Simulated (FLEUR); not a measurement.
Input and output of a self-consistent single point for TiB2 (P6/mmm, 3 atoms in the cell) (FLEUR).

Method: PBEsol, all-electron FLAPW (FLEUR), scalar-relativistic valence.

```yaml
crystal:
  lattice:
    - [3.02593, 0.00000, 0.00000]
    - [-1.51296, 2.62053, 0.00000]
    - [0.00000, 0.00000, 3.22877]
  atoms:
    - { symbol: Ti, position: [0.00000, 0.00000, 0.00000] }
    - { symbol: B, position: [0.33333, 0.66667, 0.50000] }
    - { symbol: B, position: [0.66667, 0.33333, 0.50000] }
```

Reference input (self-consistent single point, DFT, PBE, all-electron FLAPW (FLEUR), scalar-relativistic valence): Kmax = 3.9 1/bohr; GmaxXC = 15.6 1/bohr; xcFunctional = pbe; jspins = 1; l_soc = F; mode = gauss; fermiSmearingEnergy = 0.00499791 Htr; mesh (inpgen div1-3) = 8 8 7; inpgen gamma flag = true; Gmax = 15.6 1/bohr; numbands = 0; maxIterBroyd = 15. This run's input differs from it in these lines:

```diff
@@ -15,2 +15,3 @@
 &comp jspins=1 /
+&exco xctyp='PBEs' /
 &kpt div1=8 div2=8 div3=7 gamma=t /
@@ -27,3 +28,3 @@
       <coreElectrons ctail="T" frcor="F" kcrel="0" coretail_lmax="0"/>
-      <xcFunctional name="pbe" relativisticCorrections="F"/>
+      <xcFunctional name="PBEs" relativisticCorrections="F"/>
       <magnetism jspins="1"/>
```

The program printed (abridged):

```
 Iteration:     1   Distance:      20.39315285 me/bohr^3
 Iteration:     2   Distance:      17.49238788 me/bohr^3
 Iteration:     3   Distance:       7.61982738 me/bohr^3
 Iteration:     4   Distance:       7.14919364 me/bohr^3
 Iteration:     5   Distance:       1.34500828 me/bohr^3
   [... 8 lines left out ...]
 Iteration:    14   Distance:       0.00002672 me/bohr^3
 Iteration:    15   Distance:       0.00002570 me/bohr^3
 Iteration:    16   Distance:       0.00002070 me/bohr^3
 Iteration:    17   Distance:       0.00000604 me/bohr^3
 Run finished successfully
 Stop message:
   Structural relaxation: Done

[file out, last iteration]
             iter=     18
[...]
          total density-effective poten   -1.4275001682E+03
          total charge density-energy d   -4.9230652676E+01
 Updated energy parameters for spin:           1
[...]
 fermi energy and band-weighting factors:

[...]
FERMIE:
          first approx. to ef    (T=0)  :   0.430123 htr   (energy of the highest occ. eigenvalue)
          number of occ. states  (T=0)  :        360
          first approx. to seigv (T=0)  :  -5.610485 htr
          sum of weights of occ. states :   9.000000
          sum of semicore charge        :   0.000000 e
          fermi energy=   0.43633 har   work function= -11.87322 ev
          number of valence electrons=  18.00000
     band-weighting factor for spin=    1
   [... lines left out ...]
          total moment                 =     0.00000
 Direct bandgap for spin            1 :    2.5017654300252823E-002  Htr
 ---->    free energy=                      -902.4539298960 htr
   [... lines left out ...]
      extrapolation for T->0
 ---->    total electron energy=            -902.4539298960 htr
 ***** TOTAL FORCES ON ATOMS *****
 TOTAL FORCE FOR ATOM TYPE=  1  X=  0.000   Y=  0.000   Z=  0.000
                       FX_TOT= 0.000000 FY_TOT= 0.000000 FZ_TOT= 0.000000
 TOTAL FORCE FOR ATOM TYPE=  2  X=  2.859   Y= -1.651   Z=  3.051
                       FX_TOT= 0.000000 FY_TOT= 0.000000 FZ_TOT= 0.000000
 Structural relaxation: Done
```

The run converged in 17 iterations. FLEUR gives forces in its relaxation mode, with a further iteration, so its stop message speaks of a relaxation. 

The starting cell comes from a database of computed structures (which also holds hypothetical and non-ambient phases and stackings), without a prior relaxation at this level. Spin polarisation is off. Values depend on the basis (sphere radii, cutoffs, local orbitals), which need not be converged. The log's line on a gap gives a spacing of levels on this mesh, which the program prints for metals too.
